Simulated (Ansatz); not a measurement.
The parent structure is ZnCu in the CsCl type structure (space group Pm-3m, No. 221; relaxed with 0.1 eV smearing).

```xyz
2
Lattice="2.9085 0.0000 0.0000 0.0000 2.9085 0.0000 0.0000 0.0000 2.9085" Properties=species:S:1:pos:R:3 pbc="T T T"
Zn     1.4542     1.4542     1.4542
Cu     0.0000     0.0000     0.0000
```

Cartesian axes are those of the cell as printed.

Calculations: PBEsol/PAW in Ansatz (an electronic-structure program), without spin-orbit coupling.

The change: tensor shear ε_xy = +1.43 % (engineering shear γ = 0.0286); the atoms relax in the strained cell.

Task: Predict the stress tensor and what it implies for the stiffness.

Result: Stress of the strained cell less that of the base (GPa, compression positive):
```
    0.1    -2.9     0.0
   -2.9     0.1     0.0
    0.0     0.0     0.2
```

Then −Δσ/γ with γ = 2ε = 0.0286 gives secant stiffness values (nonlinear terms included at this strain): C66 ≈ 100 GPa.

No phonon test of stability was made. All final runs are without spin polarisation.
